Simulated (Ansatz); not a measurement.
**PbS, response to strain**

The parent structure is PbS in the rock salt structure (space group Fm-3m, No. 225).

```
CELL_PARAMETERS angstrom
      0.00000     2.98736     2.98736
      2.98736     0.00000     2.98736
      2.98736     2.98736     0.00000
ATOMIC_POSITIONS crystal
  Pb 0.00000 0.00000 0.00000
  S  0.50000 0.50000 0.50000
```

Strains are applied to the cell and any free atomic positions relax.

Computed with plane-wave PAW DFT at the r2SCAN level (Ansatz, a first-principles code, 500 eV), scalar-relativistic without spin-orbit coupling.

Notes on the quantities. energy relative to the base: free energy F.

```csv
variant,energy relative to the base,pressure,band gap,volume per atom
base,0 meV/atom,-0.01 GPa,0.69 eV,26.66 Å³
isotropic strain +0.50 %,+1.1 meV/atom,-0.85 GPa,0.75 eV,27.06 Å³
isotropic strain +1.00 %,+4.2 meV/atom,-1.63 GPa,0.80 eV,27.47 Å³
isotropic strain +1.50 %,+9.3 meV/atom,-2.35 GPa,0.84 eV,27.88 Å³
isotropic strain +2.00 %,+16 meV/atom,-3.03 GPa,0.89 eV,28.29 Å³
isotropic strain +2.50 %,+25 meV/atom,-3.66 GPa,0.93 eV,28.71 Å³
isotropic strain +3.00 %,+35 meV/atom,-4.24 GPa,0.97 eV,29.13 Å³
```

Spin-orbit coupling, missing from the scalar runs, can matter with Pb. Stability against distortions was not tested.
